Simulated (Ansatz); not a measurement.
**Phonon-limited transport in Ni3Sn2S2 (R-3m)**

Data:

```yaml
crystal:
  lattice:
    - [2.71247, 1.56604, 4.34086]
    - [-2.71247, 1.56604, 4.34086]
    - [0.00000, -3.13209, 4.34086]
  atoms:
    - { symbol: Ni, position: [0.50000, 0.50000, 0.00000] }
    - { symbol: Ni, position: [0.00000, 0.50000, 0.50000] }
    - { symbol: Ni, position: [0.50000, 0.00000, 0.50000] }
    - { symbol: Sn, position: [0.00000, 0.00000, 0.00000] }
    - { symbol: Sn, position: [0.50000, 0.50000, 0.50000] }
    - { symbol: S, position: [0.21883, 0.21883, 0.21883] }
    - { symbol: S, position: [0.78117, 0.78117, 0.78117] }
```

Calculation: PBEsol, DFPT electron-phonon coupling, linearised Boltzmann equation (plane waves, PAW, scalar-relativistic; Ansatz, an electronic-structure program). How the cell was made: relaxed with this functional, without spin-orbit coupling.

| Quantity | Result |
|---|---|
| resistivity at 300 K | 35 (x), 35 (y), 76 (z) μΩ·cm |
| resistivity at 77 K | 5.6 (x), 5.6 (y), 12.7 (z) μΩ·cm |
| electron mean free path at 300 K (weighted by the current that each state carries) | 6.1 (x), 6.1 (y), 5.5 (z) nm |
| electron-phonon coupling λ | 0.39 |
| transport coupling λ_tr | 0.37 (x), 0.37 (y), 0.39 (z) |
| logarithmic mean phonon energy | 14.4 meV |
| density of states at the Fermi level | 1.64 states/(eV·spin·cell) |

A metal at this level (no band gap). Only scattering by harmonic phonons is included (no impurities, grain boundaries, electron-electron scattering or thermal expansion). Spin-orbit coupling is left out. The run warned that the eigensolver left some states short of its tolerance. Halving the electron mesh (20x20x20) moves the resistivity by up to 9 % at 300 K, the mean free path by up to 4 %, the coupling by up to 2 %. Smearing 0.20 eV; phonons on a 3x3x3 q mesh, which this run doesn't test and which matters most at low temperature.

Formula and space group known from diffraction (Crystallography Open Database), not checked to be the room-temperature form: Ni3Sn2S2 (R-3m). Treated as nonmagnetic (a ferromagnetic start lost its moment, other orders weren't tried): Ni3Sn2S2 (R-3m).
